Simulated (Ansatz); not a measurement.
**Effect of S → Os on HgS**

Base system: HgS (space group P3_221, No. 154; a = 4.139 Å, c = 9.408 Å; made of chains).

The change: Os takes the place of S on all its sites, then cell and atoms are relaxed.

All numbers come from Kohn–Sham DFT with the PBEsol functional, run in Ansatz (a first-principles code) with PAW and 420 eV plane waves, no spin-orbit coupling. Settings: 15×15×15 k-points, 0.05 eV Fermi–Dirac smearing, for the changed cell.

| quantity | base | changed | shift |
|---|---|---|---|
| volume per atom | 23.26 Å³ | 16.40 Å³ | -6.855 Å³ |
| density | 8.31 g/cm³ | 19.78 g/cm³ | +11.475 g/cm³ |
| space group | P3_221 (No. 154) | Pm-3m (No. 221) | – |
| shortest interatomic distance | 2.387 Å | 2.772 Å | +0.3859 Å |
| band gap | 1.23 eV | zero | – |

Cost of the whole job for the changed cell (relaxation, final SCF and bands): roughly 9 core-minutes.

Spin-orbit coupling, missing from the scalar runs, can matter with Hg. Stability against distortions was not tested. As relaxed here, HgOs is a hypothetical phase, not in the database extracts checked. All final runs are without spin polarisation. No dispersion term is included in the PBEsol runs. HgOs has a high density of states at the Fermi level and may be magnetic at this level.
